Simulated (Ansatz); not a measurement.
# PtSe2: pressure series

Consider PtSe2 in the CdI2 type structure (space group P-3m1, No. 164; a = 3.772 Å, c = 4.818 Å; layered).

Cell and atoms are relaxed at each pressure.

Level of theory: plane-wave PAW DFT at the PBE-D3(BJ) level (Ansatz, a program for electronic structure, 420 eV), no SOC.

Two rows of this table had their results exchanged by mistake.

```json
[
 {"pressure": "pressure −2 GPa", "volume per atom (Å³)": "20.74", "shortest distance (Å)": "2.534", "band gap": "zero"},
 {"pressure": "pressure −1 GPa", "volume per atom (Å³)": "20.19", "shortest distance (Å)": "2.530", "band gap": "zero"},
 {"pressure": "pressure 0.9 GPa", "volume per atom (Å³)": "19.51", "shortest distance (Å)": "2.522", "band gap": "zero"},
 {"pressure": "pressure 2.1 GPa", "volume per atom (Å³)": "17.93", "shortest distance (Å)": "2.491", "band gap": "zero"},
 {"pressure": "pressure 4.5 GPa", "volume per atom (Å³)": "18.67", "shortest distance (Å)": "2.508", "band gap": "zero"},
 {"pressure": "pressure 9 GPa", "volume per atom (Å³)": "19.19", "shortest distance (Å)": "2.517", "band gap": "zero"},
 {"pressure": "pressure 15 GPa", "volume per atom (Å³)": "17.18", "shortest distance (Å)": "2.471", "band gap": "zero"},
 {"pressure": "pressure 22.5 GPa", "volume per atom (Å³)": "16.46", "shortest distance (Å)": "2.450", "band gap": "zero"},
 {"pressure": "pressure 30 GPa", "volume per atom (Å³)": "15.89", "shortest distance (Å)": "2.430", "band gap": "zero"}
]
```

Task: Which two?

Result: The rows for pressure 2.1 GPa and pressure 9 GPa: the volume has to fall steadily with pressure, so 19.19 Å³ belongs to pressure 2.1 GPa and 17.93 Å³ to pressure 9 GPa.

Load acts through the strain it causes; cell and atoms are relaxed under it. No phonon test of stability was made. No other phases were tried under pressure. All final runs are without spin polarisation. The zero or small gap of PtSe2 can change with the level of theory.
